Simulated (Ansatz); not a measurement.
Start from Ge in the diamond structure (space group Fd-3m, No. 227; a = 5.676 Å). Axes: x, y, z lie along the cube axes.

Method: PBEsol in Ansatz (plane waves to 420 eV, PAW, spin-orbit coupling left out).

Free-standing slabs (2 atom(s) a layer) normal to [110] with 15 Å of vacuum; in-plane cell held at bulk.

One change was made to it. Results:

```
quantity                          base    after
-----------------------------  -------  -------
band gap                          zero     zero
shortest interatomic distance  2.458 Å  2.419 Å
```

### Question
Which change produced these results?
A. 3 layers
B. 1 layer
C. 4 layers
D. 6 layers
E. 5 layers

### Answer
A, 3 layers. For comparison, the shortest interatomic distance in the other runs: 5 layers gives 2.429 Å; 1 layer gives 2.359 Å; 6 layers gives 2.439 Å; 4 layers gives 2.441 Å.

Stability against distortions was not tested. Gaps under 0.05 eV, about the width of the smearing, are given as zero. The zero or small gap of Ge can change with the level of theory.

Ansatz is a program for electronic structure.
